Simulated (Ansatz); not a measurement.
The structure below was relaxed with r2SCAN/PAW in Ansatz (an electronic-structure program), no spin-orbit coupling, earlier PAW set.

Space group P2₁3 (No. 198); a = 4.3827 Å, b = 4.3827 Å, c = 4.3827 Å, α = 90.00°, β = 90.00°, γ = 90.00°

```json
[
 {"atom": "Co", "site": "4a", "symmetry": ".3.", "x": "0.1457", "y": "0.1457", "z": "0.1457"},
 {"atom": "Si", "site": "4a", "symmetry": ".3.", "x": "0.8436", "y": "0.8436", "z": "0.8436"}
]
```

Question: Write out a cell with all atoms.

Answer: 
```cif
data_Co4Si4
_chemical_formula_sum 'Co4 Si4'
_space_group_name_H-M_alt 'P 1'
_space_group_IT_number 1
_cell_length_a 4.38272
_cell_length_b 4.38272
_cell_length_c 4.38272
_cell_angle_alpha 90.000
_cell_angle_beta 90.000
_cell_angle_gamma 90.000
loop_
_space_group_symop_operation_xyz
  'x, y, z'
loop_
_atom_site_label
_atom_site_type_symbol
_atom_site_fract_x
_atom_site_fract_y
_atom_site_fract_z
_atom_site_occupancy
Co1 Co 0.14566 0.14566 0.14566 1
Co2 Co 0.64566 0.35434 0.85434 1
Co3 Co 0.85434 0.64566 0.35434 1
Co4 Co 0.35434 0.85434 0.64566 1
Si1 Si 0.84360 0.84360 0.84360 1
Si2 Si 0.34360 0.65640 0.15640 1
Si3 Si 0.15640 0.34360 0.65640 1
Si4 Si 0.65640 0.15640 0.34360 1
```
This is the conventional cell.

No phonon test of stability was made. Seeded moments were not kept for Ru → Co. All final runs are without spin polarisation. The cell was made from RuSi by this change: Ru → Co.
